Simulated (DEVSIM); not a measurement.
System: abrupt Si n-p junction, at 250 K.

Layer 1 from the left is Si, thickness (μm) 0.330, Nd (cm⁻³) 2.7e16, τn (s) 3.6e-6, τp (s) 3.6e-6. Layer 2 from the left is Si, thickness (μm) 1.40, Na (cm⁻³) 3e15, τn (s) 3.6e-6, τp (s) 3.6e-6.

Left contact: ohmic. Right contact: ohmic. Voltage is applied to the left contact. Recombination: SRH at mid-gap, radiative, Auger. Mobility is constant in doping.

Constants are typed, rounded textbook-type inputs, not results; the design itself was drawn at random and stands for no fabricated device. Values at 300 K; Nc and Nv go as T^1.5, mobilities as T to minus their exponent, the gap by Varshni's rule with the affinity fixed.

Si: gap (eV) 1.124, affinity (eV) 4.05, permittivity 11.7, Nc (cm⁻³) 2.86e19, Nv (cm⁻³) 3.1e19, μn (cm²/Vs) 1417, μp (cm²/Vs) 470, T exponent of μn 2.3, T exponent of μp 2.2, B (cm³/s) 4.7e-15, Cn (cm⁶/s) 2.8e-31, Cp (cm⁶/s) 9.9e-32, Varshni α (eV/K) 0.000473, Varshni β (K) 636.

### Question
Estimate by hand the built-in potential, the peak field at zero bias, the capacitance at 3 V, and compare with a numerical solution.

### Answer

- Built-in potential: ni = √(Nc Nv) exp(−Eg/2kT) = 8.01e7 cm⁻³ with Eg = 1.136 eV; Vbi = kT/q ln(Na Nd/ni²) = 0.799 V; numerical 0.799 V.
- Peak field at zero bias: depletion approximation: W = √(2εVbi/(qN)) = 0.619 μm with N = 2.70e15 cm⁻³; field = 2Vbi/W = 25800 V/cm; numerical 25200 V/cm (estimate above by 2.6 %).
- Capacitance at 3 V: C = √(qεN / 2(Vbi + |V|)) = 7.68 nF/cm²; numerical 7.72 nF/cm² (estimate below by 0.58 %).

Model (solved in DEVSIM): 1D drift-diffusion, Boltzmann statistics, complete ionisation; no tunnelling, impact ionisation, image-force lowering or self-heating.
